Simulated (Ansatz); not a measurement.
**KTaO3: pressure series**

Consider KTaO₃ in the cubic perovskite structure (space group Pm-3m, No. 221; a = 3.990 Å).

Cell and atoms are relaxed at each pressure.

Level of theory: r2SCAN, PAW, 500 eV (Ansatz, a quantum-chemistry and plane-wave program; scalar-relativistic without spin-orbit coupling).

Candidates:
(a) pressure −2 GPa
(b) pressure 60 GPa
(c) pressure 1.8 GPa
(d) pressure 4.2 GPa

For the base:

```
Property   Result
--------  -------
Band gap  2.63 eV
```

Question: Order them by band gap, highest first.

Answer: (b) pressure 60 GPa (3.07 eV), (d) pressure 4.2 GPa (2.68 eV), (c) pressure 1.8 GPa (2.65 eV), (a) pressure −2 GPa (2.60 eV)

With Ta present, leaving out spin-orbit coupling can change the band edges. Load acts through the strain it causes; cell and atoms are relaxed under it. No phonon test of stability was made. Competing high-pressure phases were not computed.
